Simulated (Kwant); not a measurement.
Model system: quantum point contact (saddle potential) in a ZnO two-dimensional gas. Effective mass 0.3 mₑ, grid spacing 10 nm, hard walls, nominal width 300 nm (29 grid rows, so walls 300 nm apart), one parabolic valley, scattering region 900 nm long along x; energies count from the band bottom; Fermi energy 0.000806 eV. Potential (V0 + ½k y²) cos²(πx/L) for |x| < L/2, with V0 swept from 0.0008463 to 0 eV, k = 4e-07 eV/nm², L = 560 nm.

The device is made up for the run: typed textbook-type constants, with dimensions and the other settings drawn at random.

Model: effective-mass tight-binding model on a square grid, one spin, coherent transport at 0 K (Kwant). Conductance is in e²/h.

Compare with the saddle-point formula G = Σ 1/(1 + exp(−2π(E − V0 − ħωy(n + ½))/ħωx)), taking ħωy = ħ√(k/m) and ħωx from the curvature along x of V0 plus half of the mode's confinement energy.

ħωy = 0.319 meV; at V0 = 0.687 meV the lowest mode has ħωx = 0.111 meV.

```tsv
V0 (meV)	formula	simulation
0.797	0.00034	0.00032
0.687	0.093	0.100
0.576	0.99	0.99
0.466	1.00	1.00
0.356	1.14	1.20
0.245	2.00	2.00
```

The formula takes a parabolic saddle in the continuum; the run has the full potential on a grid.
